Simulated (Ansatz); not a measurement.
Work function of faces of hcp Tl in PBE and in r2SCAN, in Ansatz (plane waves, PAW). Symmetric slabs relaxed with PBE from ideal cuts in 1x1 cells (the lowest computed cut and spin start of each face; real faces may reconstruct in larger cells); r2SCAN values are single points on them, with the bulk at the same level. No spin-orbit coupling, no U.

| face | PBE (eV) | r2SCAN (eV) |
|---|---|---|
| (0001) | 3.55 | 3.54 |
| (10-10) | 3.52 | ? |
| (10-11) | 3.52 | 3.53 |
| (10-12) | 3.51 | 3.53 |
| (11-20) | 3.58 | 3.61 |
| (11-21) | 3.50 | 3.52 |
| (11-22) | 3.51 | 3.52 |
| (20-21) | 3.55 | 3.56 |
| (21-30) | 3.55 | 3.57 |

Question: Fit a straight line y = a·x + b by least squares to the 8 complete rows (x: PBE (eV); y: r2SCAN (eV)).

Answer: the means are x̄ = 3.5337 and ȳ = 3.5475; Σ(x − x̄)² = 0.0053875 and Σ(x − x̄)(y − ȳ) = 0.0055750, so a = 1.035 and b = ȳ − a·x̄ = -0.109. The largest residual is 0.024.

Question: What does the line predict for the withheld row, (10-10), and what did the calculation give?

Answer: the line gives 3.53; the calculation gave 3.53, a miss of 0.00, of the size of the fitted rows' scatter and rounding.

Ansatz is an electronic-structure program.
